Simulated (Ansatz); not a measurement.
```yaml
crystal:
  lattice:
    - [18.50000, 0.00000, 0.00000]
    - [0.00000, 18.50000, 0.00000]
    - [0.00000, 0.00000, 6.63758]
  atoms:
    - { symbol: B, position: [0.69765, 0.51478, 0.78567] }
    - { symbol: N, position: [0.68767, 0.57366, 0.92862] }
    - { symbol: N, position: [0.69936, 0.53006, 0.57147] }
    - { symbol: B, position: [0.64531, 0.63479, 0.85710] }
    - { symbol: B, position: [0.67166, 0.59907, 0.49996] }
    - { symbol: N, position: [0.63713, 0.64780, 0.64290] }
    - { symbol: B, position: [0.68940, 0.55839, 0.14281] }
    - { symbol: N, position: [0.66658, 0.61358, 0.28576] }
    - { symbol: B, position: [0.52957, 0.69598, 0.92853] }
    - { symbol: B, position: [0.57244, 0.68449, 0.57138] }
    - { symbol: N, position: [0.51506, 0.70105, 0.71433] }
    - { symbol: B, position: [0.61167, 0.66374, 0.21424] }
    - { symbol: N, position: [0.55942, 0.69266, 0.35719] }
    - { symbol: N, position: [0.60080, 0.67461, 0.00004] }
    - { symbol: B, position: [0.44161, 0.68940, 0.64281] }
    - { symbol: N, position: [0.38642, 0.66658, 0.78576] }
    - { symbol: B, position: [0.48522, 0.69765, 0.28567] }
    - { symbol: N, position: [0.42634, 0.68767, 0.42862] }
    - { symbol: N, position: [0.46994, 0.69936, 0.07147] }
    - { symbol: B, position: [0.33626, 0.61167, 0.71424] }
    - { symbol: N, position: [0.30734, 0.55942, 0.85719] }
    - { symbol: B, position: [0.36521, 0.64531, 0.35710] }
    - { symbol: N, position: [0.32539, 0.60080, 0.50004] }
    - { symbol: B, position: [0.40093, 0.67166, 0.99996] }
    - { symbol: N, position: [0.35220, 0.63713, 0.14290] }
    - { symbol: B, position: [0.30235, 0.48522, 0.78567] }
    - { symbol: N, position: [0.31233, 0.42634, 0.92862] }
    - { symbol: B, position: [0.30402, 0.52957, 0.42853] }
    - { symbol: N, position: [0.30064, 0.46994, 0.57147] }
    - { symbol: B, position: [0.31551, 0.57244, 0.07138] }
    - { symbol: N, position: [0.29895, 0.51506, 0.21433] }
    - { symbol: B, position: [0.35469, 0.36521, 0.85710] }
    - { symbol: B, position: [0.32834, 0.40093, 0.49996] }
    - { symbol: N, position: [0.36287, 0.35220, 0.64290] }
    - { symbol: B, position: [0.31060, 0.44161, 0.14281] }
    - { symbol: N, position: [0.33342, 0.38642, 0.28576] }
    - { symbol: B, position: [0.47043, 0.30402, 0.92853] }
    - { symbol: B, position: [0.42756, 0.31551, 0.57138] }
    - { symbol: N, position: [0.48494, 0.29895, 0.71433] }
    - { symbol: B, position: [0.38833, 0.33626, 0.21424] }
    - { symbol: N, position: [0.44058, 0.30734, 0.35719] }
    - { symbol: N, position: [0.39920, 0.32539, 0.00004] }
    - { symbol: B, position: [0.55839, 0.31060, 0.64281] }
    - { symbol: N, position: [0.61358, 0.33342, 0.78576] }
    - { symbol: B, position: [0.51478, 0.30235, 0.28567] }
    - { symbol: N, position: [0.57366, 0.31233, 0.42862] }
    - { symbol: N, position: [0.53006, 0.30064, 0.07147] }
    - { symbol: B, position: [0.66374, 0.38833, 0.71424] }
    - { symbol: N, position: [0.69266, 0.44058, 0.85719] }
    - { symbol: B, position: [0.63479, 0.35469, 0.35710] }
    - { symbol: N, position: [0.67461, 0.39920, 0.50004] }
    - { symbol: B, position: [0.59907, 0.32834, 0.99996] }
    - { symbol: N, position: [0.64780, 0.36287, 0.14290] }
    - { symbol: B, position: [0.69598, 0.47043, 0.42853] }
    - { symbol: B, position: [0.68449, 0.42756, 0.07138] }
    - { symbol: N, position: [0.70105, 0.48494, 0.21433] }
```

The numbers are results of PBE (plane waves to 420 eV, PAW; Ansatz, a program for electronic structure), not measurements. Mesh 1×1×6. No spin polarisation. Periodic along z alone, with about 11 Å of vacuum beside it. An idealised model, rolled from the flat sheet. Only distortions within the start's symmetry and period were free.

Q: Tabulate the two highest filled and two lowest empty levels along the axis, from the valence top.

A: 
```csv
k (2π/c),v2 (eV),v1 (eV),c1 (eV),c2 (eV)
0.000,-0.34,-0.34,4.35,4.96
0.042,-0.43,-0.27,4.35,4.92
0.083,-0.51,-0.20,4.37,4.89
0.125,-0.49,-0.14,4.40,4.85
0.167,-0.47,-0.08,4.45,4.82
0.208,-0.44,-0.04,4.50,4.64
0.250,-0.42,-0.01,4.47,4.51
0.292,-0.40,0.00,4.32,4.38
0.333,-0.38,0.00,4.18,4.28
0.375,-0.37,-0.02,4.07,4.21
0.417,-0.36,-0.06,3.98,4.16
0.458,-0.29,-0.12,3.93,4.16
0.500,-0.20,-0.20,3.92,4.18
```
